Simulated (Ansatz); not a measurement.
Subject: the formation energy of CdIn2O4 (spinel, Fd-3m) from the elements. Reaction: Cd (hcp) + 2 In (I4/mmm) + 2 O2 (gas) → CdIn2O4 (spinel). A negative value means that the right-hand side lies lower. The value is per atom of the solid.

CdIn2O4 (spinel, Fd-3m), 14 atoms in the cell; this is a cell whose start was taken from, or built on, an entry of a structure database, and that this text hasn't matched to a measured one, k-point mesh 6×6×6 on the run's own vectors.
```xyz
14
Lattice="0.0000 4.6580 4.6580 4.6580 0.0000 4.6580 4.6580 4.6580 0.0000" Properties=species:S:1:pos:R:3 pbc="T T T"
Cd     6.9870     6.9870     6.9870
Cd     4.6580     4.6580     4.6580
In     3.4935     1.1645     3.4935
In     1.1645     3.4935     3.4935
In     3.4935     3.4935     1.1645
In     1.1645     1.1645     1.1645
O      3.3720     3.3720     3.3720
O      5.7010     8.2731     5.7010
O      3.3720     5.9441     5.9441
O      5.7010     5.7010     8.2731
O      5.9441     3.3720     5.9441
O      8.2731     8.2731     8.2731
O      5.9441     5.9441     3.3720
O      8.2731     5.7010     5.7010
```

Cd (hcp, P6₃/mmc), 2 atoms in the cell, k-point mesh 24×24×10 on the run's own vectors. Conventional cell: a = b = 3.0230 Å, c = 5.7952 Å, α = β = 90.00°, γ = 120.00°.

In (I4/mmm), 1 atom in the cell, k-point mesh 24×24×24 on the run's own vectors. Conventional cell: a = b = 3.4180 Å, c = 4.7125 Å, α = β = γ = 90.00°.

An isolated O2 molecule (triplet) in a box of 11 × 11 × 13 Å.

Computed with Ansatz (plane waves, PAW), its PAW set soft_1, cutoff 420 eV. The structures are at rest with PBE; other levels are single points on them. HSE06 runs on coarser k-point meshes, mended by the PBE difference between the two meshes. Some cells are metallic or hold partly filled levels, where a hybrid on a coarse mesh is less sure. Neutral cells; Fermi-Dirac smearing of at most 0.10 eV in the solids, energies taken to zero width. The lattices are those relaxed with PBE, so at other levels the solids can be strained, which adds to the spread. A dispersion term (D3(BJ), or D4 for r2SCAN) was computed beside these levels and is taken off wherever the name lacks it. Space groups of crystals are read within 0.01 Å. Static lattices, no vibrational contributions. No structure search was made; lower ones may exist. The runs are scalar-relativistic, without spin-orbit coupling.

### Question
Predict the value from PBE.

### Answer
-1.43 eV/atom, for Cd (hcp) + 2 In (I4/mmm) + 2 O2 (gas) → CdIn2O4 (spinel).

### Question
How does the value move with the functional?

### Answer
```json
[
 {"Functional": "HSE06", "value (eV/atom)": "-1.49", "less PBE": "-0.06"}
]
```

The levels shown span 0.06 eV/atom, from HSE06 (-1.49) to PBE (-1.43).

Ansatz is an electronic-structure program.
